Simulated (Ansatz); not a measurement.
Baddeleyite TiO₂ (model structure) (like a known high-pressure phase) was calculated with r²SCAN in Ansatz (PAW).

Numerical settings: plane-wave cutoff 500 eV, 6×6×6 k mesh, gaussian smearing 0.02 eV, no spin polarisation, scalar-relativistic PAW data made under PBE.

Cell (relaxed at this level):

TiO2 is modelled in the monoclinic space group P2₁/c (No. 14), Pearson symbol mP12. Conventional cell: a = 4.8031 Å, b = 4.8666 Å, c = 5.0404 Å, α = 90.00°, β = 99.85°, γ = 90.00°. Ti on 4e sees 1 O at 1.864 Å and 6 O at 1.968–2.220 Å. O1 on 4e sees 1 Ti at 1.864 Å and 2 Ti at 1.968–2.027 Å. O2 on 4e is coordinated by 2 Ti at 1.990 Å and 2 Ti at 2.120–2.220 Å. (Neighbours: up to the widest gap in distance over summed covalent radii, below 1.35, at either atom; cation-cation and far metal-metal contacts left out.)

Question: Give the computed band gap.

Answer: 
band gap: 2.70 eV (on the SCF k mesh)

The computed numbers hold no vibrational or temperature effects.

The result took around 9 core-minutes (rough).

A model structure was made by putting elements into a prototype or built by hand; it is no filed structure, need not be a known phase, and can be a saddle point held by its symmetry.

Ansatz is an electronic-structure program.
